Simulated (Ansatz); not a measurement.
```yaml
crystal:
  lattice:
    - [5.70131, 0.00000, 0.00000]
    - [0.00000, 5.70131, 0.00000]
    - [0.00000, 0.00000, 7.92850]
  atoms:
    - { symbol: Si, position: [0.33048, 0.33048, 0.00000] }
    - { symbol: Si, position: [0.83048, 0.16952, 0.75000] }
    - { symbol: Si, position: [0.16952, 0.83048, 0.25000] }
    - { symbol: Si, position: [0.66952, 0.66952, 0.50000] }
    - { symbol: S, position: [0.21367, 0.20696, 0.23812] }
    - { symbol: S, position: [0.71367, 0.29304, 0.51188] }
    - { symbol: S, position: [0.28633, 0.70696, 0.01188] }
    - { symbol: S, position: [0.78633, 0.79304, 0.73812] }
    - { symbol: S, position: [0.79304, 0.78633, 0.26188] }
    - { symbol: S, position: [0.29304, 0.71367, 0.48812] }
    - { symbol: S, position: [0.70696, 0.28633, 0.98812] }
    - { symbol: S, position: [0.20696, 0.21367, 0.76188] }
```

No spin polarisation.

Method: PBEsol in Ansatz (plane waves to 420 eV, PAW, no SOC). k-mesh 5×5×4 (Γ-centred); smearing 0.05 eV (Fermi–Dirac).

Predict the gap character, space group, width of the top valence band and valence-band top at Γ.


- Gap character = indirect, Γ → M
- Space group = P4_12_12 (No. 92)
- Width of the top valence band = 0.75 eV
- Valence-band top at Γ (three highest levels, from the VBM) = 0.00, -0.52, -0.52 eV

Whether these cells are dynamically stable was not tested. The cell was made from SiO2 by this change: O → S; the result is a hypothetical phase, not in the database extracts checked.

Ansatz is a program for electronic structure.
